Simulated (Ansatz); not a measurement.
SiO2 (model structure, started from the 3R-MoS2 type, R3m, No. 160, 3 atoms in the cell) was calculated with PBEsol (Ansatz, an electronic-structure program, plane waves, PAW).

Run with plane-wave cutoff 500 eV, 20×20×20 k mesh, Fermi–Dirac smearing 0.05 eV, scalar-relativistic PAW data made under PBE.

Cell (relaxed at this level):

Space group R3m, hexagonal axes (No. 160); a = b = 2.604 Å, c = 17.207 Å, α = β = 90.00°, γ = 120.00°

| atom | site | symmetry | x | y | z |
|---|---|---|---|---|---|
| Si | 3a | 3m | 0.0000 | 0.0000 | 0.0000 |
| O | 3a | 3m | 0.0000 | 0.0000 | 0.2705 |
| O | 3a | 3m | 0.0000 | 0.0000 | 0.3962 |
(The calculation used a cell of 3 atoms; values per cell refer to that cell.)

Question: Estimate the band gap that the calculation returns.

Answer: 
- band gap = 3.32 eV (on the SCF k mesh)

Note: the relaxation could raise the start's symmetry but not lower it, so the cell can be a saddle point; the cell has widely spaced layers and the level no dispersion term, so their spacing and the moduli can rest on weak binding.

Static lattice: no zero-point or thermal effects.

A model structure was made by putting elements into a prototype or built by hand; it is no filed structure, need not be a known phase, and can be a saddle point held by its symmetry.
